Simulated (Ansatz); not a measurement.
The parent structure is GaP in the zinc blende structure (space group F-43m, No. 216; a = 5.3914 Å). Axes: x, y, z lie along the cube axes.

Computed with LDA (Ansatz, an electronic-structure program, PAW, spin-orbit coupling left out).

Perturbation: tensor shear ε_xy = +0.57 % (engineering shear γ = 0.0114); the atoms relax in the strained cell.

Task: Predict the stress tensor and what it implies for the stiffness.

Result: Stress of the strained cell less that of the base (GPa, compression positive):
```
   0.01   -0.81    0.00
  -0.81    0.01    0.00
   0.00    0.00    0.00
```

Then −Δσ/γ with γ = 2ε = 0.0114 gives relaxed-ion elastic constants: C66 ≈ 71 GPa.

No phonon test of stability was made.
